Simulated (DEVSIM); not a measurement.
Device: Pd/SiO2/p-Si capacitor, at 300 K.

| layer (left to right) | material | thickness (nm) | Na (cm⁻³) |
|---|---|---|---|
| 1 | SiO2 | 3.10 | - |
| 2 | Si | 15000 | 1.5e15 |

Metal gate on the left, work function 5.2 eV. Fixed charge at the semiconductor interface 2e11 cm⁻² (in units of +e); no interface traps.

Constants are typed, rounded textbook-type inputs, not results; the design itself was drawn at random and stands for no fabricated device. Values at 300 K.

| parameter | SiO2 | Si |
|---|---|---|
| gap (eV) | 9 | 1.124 |
| affinity (eV) | 0.9 | 4.05 |
| permittivity | 3.9 | 11.7 |
| Nc (cm⁻³) | - | 2.86e19 |
| Nv (cm⁻³) | - | 3.1e19 |

Simulated with DEVSIM: 1D Poisson equation in equilibrium, Boltzmann statistics, complete ionisation; no quantum confinement or tunnelling. Metal contacts follow the ideal Schottky-Mott rule: no Fermi-level pinning, no interface dipoles.

The interface trap density was swept, all else fixed.

| interface trap density (cm^-2 eV^-1) | threshold voltage (band bending 2φF) (V) | flat-band voltage (V) | minimum of the low-frequency capacitance (μF/cm²) |
|---|---|---|---|
| 0 | 0.88 | 0.25 | 0.0161 |
| 1e10 | 0.88 | 0.25 | 0.0177 |
| 1e11 | 0.88 | 0.25 | 0.0315 |
| 3e11 | 0.89 | 0.23 | … |
| 1e12 | 0.89 | 0.18 | 0.153 |
| 2e12 | 0.91 | 0.10 | 0.259 |

Task: Fill in the missing entries.

Result: 
- 3e11, minimum of the low-frequency capacitance (μF/cm²): 0.0609
